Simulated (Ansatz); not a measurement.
HfN: tensor shear ε_xy = +2.00 %

Start from HfN in the rock salt structure (space group Fm-3m, No. 225; a = 4.5257 Å; relaxed with 0.1 eV smearing). Axes: x, y, z lie along the cube axes.

One thing is altered: tensor shear ε_xy = +2.00 % (engineering shear γ = 0.0400); the atoms relax in the strained cell.

Method: Ansatz (a first-principles code), r2SCAN, PAW, cutoff 500 eV, no SOC. Γ-centred 22×22×22 mesh, Fermi–Dirac width 0.1 eV.

The volume per atom is nearly the same (11.59 Å³ against 11.58 Å³) and the shortest interatomic distance stays 2.263 Å. The energy goes up by 7.5 meV/atom and the band gap remains zero. The stress (xx, yy, zz, yz, xz, xy; compression positive) amounts to (0.3, 0.3, -0.1, 0.0, 0.0, -5.2) GPa.

No phonon test of stability was made. All final runs are without spin polarisation. An odd electron count without spin: HfN.
